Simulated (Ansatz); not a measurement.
Si, response to strain

The reference is Si in the diamond structure (space group Fd-3m, No. 227).

```xyz
2
Lattice="0.0000 2.7222 2.7222 2.7222 0.0000 2.7222 2.7222 2.7222 0.0000" Properties=species:S:1:pos:R:3 pbc="T T T"
Si     0.0000     0.0000     0.0000
Si     1.3611     1.3611     1.3611
```

Cartesian axes are those of the cell as printed.

Strains are applied to the cell and any free atomic positions relax; under biaxial strain the out-of-plane vector relaxes too.

The values are results of r2SCAN/PAW in Ansatz (a first-principles code), without spin-orbit coupling, not measurements.

Notes on the quantities. in-plane stress: mean in-plane stress (compression positive).

```tsv
change	smallest direct gap	in-plane stress	out-of-plane strain	band gap
base	2.74 eV	–	–	0.78 eV
biaxial strain +0.42 %, plane normal [111], relaxed out of plane	2.68 eV	-1.0 GPa	-0.17 %	0.75 eV
biaxial strain +0.83 %, plane normal [111], relaxed out of plane	2.62 eV	-1.9 GPa	-0.34 %	0.72 eV
biaxial strain +1.25 %, plane normal [111], relaxed out of plane	…	…	…	…
biaxial strain +1.67 %, plane normal [111], relaxed out of plane	2.51 eV	-3.6 GPa	-0.66 %	0.67 eV
biaxial strain +2.08 %, plane normal [111], relaxed out of plane	2.46 eV	-4.5 GPa	-0.82 %	0.64 eV
biaxial strain +2.50 %, plane normal [111], relaxed out of plane	2.42 eV	-5.3 GPa	-0.97 %	0.62 eV
```

What belongs in the blanks?


- biaxial strain +1.25 %, plane normal [111], relaxed out of plane, smallest direct gap: 2.57 eV
- biaxial strain +1.25 %, plane normal [111], relaxed out of plane, in-plane stress: -2.8 GPa
- biaxial strain +1.25 %, plane normal [111], relaxed out of plane, out-of-plane strain: -0.50 %
- biaxial strain +1.25 %, plane normal [111], relaxed out of plane, band gap: 0.70 eV

No phonon test of stability was made.
